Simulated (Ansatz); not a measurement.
Consider the following.

```xyz
2
Lattice="0.0000 3.2946 3.2025 3.2946 0.0000 3.2025 3.2946 3.2946 0.0000" Properties=species:S:1:pos:R:3 pbc="T T T"
Sn     0.0000     0.0000     0.0000
Sn     1.6473     1.6473     1.6012
```

Calculation: r2SCAN with spin-orbit coupling, rigid bands (plane waves, PAW; Ansatz, a first-principles code). Condition of this run: uniaxial stress along [001] of 0.8 GPa (compression positive) (the target of the relaxation). Geometry: cell and atoms relaxed with PBEsol, then loaded as said.

Q: Is this a good metal at this level?

A: No. No gap is resolved, and few carriers conduct, as in a semimetal or a zero-gap semiconductor. N(E_F) = 0.059 states/eV a cell at 300 K and the Drude plasma energy along the best axis is 0.64 eV, several times under that of a simple or noble metal.
